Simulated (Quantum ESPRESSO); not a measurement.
Checking a run of Quantum ESPRESSO on SiO₂ (P3_121, 9 atoms in the cell). The aim is a self-consistent single point with DFT, PBE, plane waves, GBRV 1.5 ultrasoft (PBE) pseudopotentials.

Cell that was meant: a = 4.8344 Å, b = 4.8344 Å, c = 5.3422 Å, α = 90.00°, β = 90.00°, γ = 120.00°.

Part of the input:

```fortran
/
&system
  ibrav = 0
  nat = 8
  ntyp = 2
  ecutwfc = 40
  ecutrho = 200
```

The program printed (abridged):

```
     G-vector sticks info
     --------------------
     sticks:   dense  smooth     PW     G-vecs:    dense   smooth      PW
   [... lines left out ...]
        k(    1) = (   0.0000000   0.0000000   0.0000000), wk =   0.0138889
        k(    2) = (   0.0000000   0.0000000   0.2262336), wk =   0.0277778
        k(    3) = (   0.0000000   0.0000000  -0.4524672), wk =   0.0138889
   [... 73 lines left out ...]

     Dense  grid:    34911 G-vectors     FFT dimensions: (  45,  45,  45)

     Smooth grid:    25025 G-vectors     FFT dimensions: (  40,  40,  45)

     Initial potential from superposition of free atoms

     starting charge      41.9980, renormalised to      42.0000
     Self-consistent Calculation

     iteration #  1     ecut=    40.00 Ry     beta= 0.70

---- Real-time Memory Report at c_bands before calling an iterative solver
           152 MiB given to the printing process from OS
           122 MiB allocation reported by mallinfo(arena+hblkhd)
------------------

     total energy              =    -190.00846851 Ry
     estimated scf accuracy    <       2.13673749 Ry

     iteration #  2     ecut=    40.00 Ry     beta= 0.70

---- Real-time Memory Report at c_bands before calling an iterative solver
   [... lines left out ...]

---- Real-time Memory Report at c_bands before calling an iterative solver
           259 MiB given to the printing process from OS
           141 MiB allocation reported by mallinfo(arena+hblkhd)
------------------

     total energy              =    -190.92411721 Ry
     estimated scf accuracy    <          1.1E-10 Ry

     iteration # 13     ecut=    40.00 Ry     beta= 0.70

---- Real-time Memory Report at c_bands before calling an iterative solver
           259 MiB given to the printing process from OS
           141 MiB allocation reported by mallinfo(arena+hblkhd)
------------------
     End of self-consistent calculation

     the Fermi energy is     5.1184 ev

!    total energy              =    -190.92411721 Ry
     estimated scf accuracy    <          1.3E-11 Ry
     smearing contrib. (-TS)   =      -0.00000000 Ry
     internal energy E=F+TS    =    -190.92411721 Ry

     convergence has been achieved in  13 iterations

     Forces acting on atoms (cartesian axes, Ry/au):

     atom    1 type  1   force =     0.00462642   -0.00891449    0.00671831
     atom    2 type  1   force =     0.08537669    0.09169040    0.10411992
     atom    3 type  1   force =    -0.06922844   -0.13212162   -0.08117433
     atom    4 type  2   force =     0.01786887   -0.02764817   -0.01939247
   [... lines left out ...]

     Total force =     0.252382     Total SCF correction =     0.000007

          total   stress  (Ry/bohr**3)                   (kbar)     P=      127.73
   0.00100062  -0.00036726  -0.00034671          147.20      -54.03      -51.00
  -0.00036726   0.00074559  -0.00047927          -54.03      109.68      -70.50
  -0.00034671  -0.00047927   0.00085861          -51.00      -70.50      126.31

   JOB DONE.
```

Problem. Is this run sound? If not, what is wrong?

Solution. The run is not sound. The fault is an atom count that does not match the list of atoms. The program trusts the stated count: too many runs off the end of the list, too few can drop atoms without a word. To fix it, make the count match the list. The run converged in 13 iterations without an error; against the sound input the pressure goes from 17.06 to 12.77 GPa, the largest force goes from 0.913 to 4.366 eV/Å and the gap on the mesh goes from 6.333 to 3.265 eV. The full log also holds: “Warning: card O     0.7307800000    0.1441700000    0.5484433333 ignored”.

An input that runs soundly differs in these lines (not the only fix; some lines may just follow from the change or write a value another way):
```diff
-  nat = 8
+  nat = 9
```

With that input, the run converged in 12 iterations: free energy E − TS -3041.2054 eV; top of the valence band (on the code's own zero) 2.93 eV; gap on the k-point mesh 6.33 eV; pressure 17.06 GPa; largest force (vector length) 0.913 eV/Å (DFT, PBE, plane waves, GBRV 1.5 ultrasoft (PBE) pseudopotentials).

On the sound input: the starting cell comes from a database of computed structures (which also holds hypothetical and non-ambient phases and stackings), without a prior relaxation at this level. Its lattice was rescaled by a random factor within 2.5 % of one. With a pressure of about 17 GPa the cell is away from its equilibrium volume at this level.
